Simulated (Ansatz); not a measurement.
End structure of a constructed model of the (111) surface of fcc Ir, (√3x√3)R30° layer of Pb, one a cell, in the other hollow (bottom of the slab: a bare face, its two planes held):

```yaml
crystal:
  lattice:
    - [4.10580, 2.37048, 0.00000]
    - [-4.10580, 2.37048, 0.00000]
    - [0.00000, 0.00000, 30.00000]
  atoms:
    - { symbol: Ir, position: [0.00000, 0.66667, 0.27145] }
    - { symbol: Ir, position: [0.33333, 0.33333, 0.27145] }
    - { symbol: Ir, position: [0.66667, 0.00000, 0.27145] }
    - { symbol: Ir, position: [0.00000, 0.33333, 0.34595] }
    - { symbol: Ir, position: [0.33333, 0.00000, 0.34595] }
    - { symbol: Ir, position: [0.66667, 0.66667, 0.34595] }
    - { symbol: Ir, position: [0.00000, 0.00033, 0.41977] }
    - { symbol: Ir, position: [0.33301, 0.66634, 0.41977] }
    - { symbol: Ir, position: [0.66699, 0.33333, 0.41977] }
    - { symbol: Ir, position: [0.00000, 0.66587, 0.49450] }
    - { symbol: Ir, position: [0.33254, 0.33333, 0.49450] }
    - { symbol: Ir, position: [0.66746, 0.00080, 0.49450] }
    - { symbol: Ir, position: [0.00000, 0.33333, 0.56948] }
    - { symbol: Ir, position: [0.33333, 0.00000, 0.56870] }
    - { symbol: Ir, position: [0.66667, 0.66667, 0.56870] }
    - { symbol: Ir, position: [0.00000, 0.99101, 0.64273] }
    - { symbol: Ir, position: [0.34232, 0.67565, 0.64273] }
    - { symbol: Ir, position: [0.65768, 0.33333, 0.64273] }
    - { symbol: Pb, position: [0.00000, 0.33333, 0.71990] }
```

Slab: 19 atoms, 13.7 Å thick at the start; k 9x9x1, smearing 0.1 eV, dipole-corrected; 6 atoms held, the rest relaxed; held to the start's symmetry, so lower structures may exist; no spin, no spin-orbit, no U. In PBE it lies 0.01 eV a 1x1 cell over the lowest computed structure of the same composition ((√3x√3)R30° layer of Pb, one a cell, on the site that continues the host's stacking).

Q: Give the work function of the top face at the level PBE (Ansatz, a first-principles code).

A: 3.88 eV
